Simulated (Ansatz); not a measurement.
Cubic perovskite KZnF3, treated with rVV10 in Ansatz (PAW).

Numerical settings: plane-wave cutoff 520 eV, 8×8×8 k mesh, Fermi–Dirac smearing 0.01 eV, scalar-relativistic PAW data made under PBE.

A third-order Birch–Murnaghan fit to the energies gives V0 = 13.760 Å³/atom, B0 = 78.0 GPa, B′ = 4.7.

```json
[
 {"V (Å³/atom)": "12.934", "P (GPa)": "(withheld)"},
 {"V (Å³/atom)": "13.209", "P (GPa)": "3.51"},
 {"V (Å³/atom)": "13.485", "P (GPa)": "1.65"},
 {"V (Å³/atom)": "13.760", "P (GPa)": "0.00"},
 {"V (Å³/atom)": "14.035", "P (GPa)": "-1.48"},
 {"V (Å³/atom)": "14.310", "P (GPa)": "(withheld)"},
 {"V (Å³/atom)": "14.585", "P (GPa)": "(withheld)"}
]
```

Q: Estimate the withheld pressures from this fit; the answers are the runs' own values.

A: 
- 12.934, P (GPa): 5.59
- 14.310, P (GPa): -2.79
- 14.585, P (GPa): -3.96

The formula P = (3/2) B0 (x^(7/3) − x^(5/3)) [1 + (3/4)(B′ − 4)(x^(2/3) − 1)] with x = V0/V meets the computed pressures within 0.01 GPa when these rounded values are put in.

Measured, for comparison: bulk modulus 80 GPa (temperature not stated, not corrected to a static lattice, (C11+2C12)/3; as tabulated in Vaitheeswaran et al. (2016), arXiv:1609.00541); equilibrium volume per atom 13.34 Å³/atom (room temperature, not corrected to a static lattice; as tabulated in Dubrovin et al. (2021), arXiv:2110.13026). Computed (rounded) less measured: bulk modulus -2 %, equilibrium volume per atom +3.1 %.

The computed numbers hold no vibrational or temperature effects.

Ansatz is a quantum-chemistry and plane-wave program.
